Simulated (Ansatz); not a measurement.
**Element substitutions in hypothetical fluorite TeO2**

The parent structure is TeO$_{2}$ in the fluorite structure (space group Fm-3m, No. 225; a = 5.324 Å; a hypothetical phase, not in the database extracts checked).

Each row replaces one element on all its sites; cell and atoms are relaxed.

All numbers come from Kohn–Sham DFT with the PBEsol functional, run in Ansatz (a first-principles code) with PAW and 420 eV plane waves, spin-orbit coupling left out.

```
case        density  band gap
-------  ----------  --------
base     7.03 g/cm³   0.73 eV
Te → Cd  6.48 g/cm³      zero
O → Se   6.02 g/cm³      zero
Te → Se         ___       ___
O → F    5.53 g/cm³      zero
```

### Question
Complete the table.

### Answer

- Te → Se, density: 5.79 g/cm³
- Te → Se, band gap: 0.53 eV

The magnetic state is the one reached from the starting moments; the real material's order can differ, and small cells can't hold many antiferromagnetic ones. Spin-orbit coupling, missing from the scalar runs, can matter with Te. Whether these cells are dynamically stable was not tested. As relaxed here, CdO2, TeSe2, SeO2 and TeF2 are hypothetical phases, not in the database extracts checked. Spin-polarised in the final run: CdO2; the other runs are not. A zero or small gap of TeF2 can be the functional's error rather than a property of the material.
